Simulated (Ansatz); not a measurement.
Where the default PAW files enter, the runs use the earlier of Ansatz's two default sets.

Tunnelling through a barrier is set by its complex band structure: the current falls as exp(−2κd) with the smallest κ.

Here is the system:

```yaml
crystal:
  lattice:
    - [3.80945, 0.00000, 0.00000]
    - [0.00000, 5.38737, 0.00000]
    - [1.90472, -2.69368, 1.90472]
  atoms:
    - { symbol: Zn, position: [0.00000, 0.00000, 0.00000] }
    - { symbol: S, position: [0.50000, 0.25000, 0.00000] }
```

Space group of this cell: F-43m, zinc blende. The cell is taken as given.

Transport runs along the normal of the first two printed cell vectors, the (110) plane of the conventional cell.

The gap is the functional's own. No spin-orbit coupling. Mid-gap values are those at the computed energy nearest the middle.

Q: Estimate the band gap and the smallest decay constant κ at mid-gap that Ansatz (an electronic-structure program) with r2SCAN returns for this system.

A: Gap 2.70 eV on a 16×16×16 mesh; κ = 0.176 1/Å, at the zone centre.
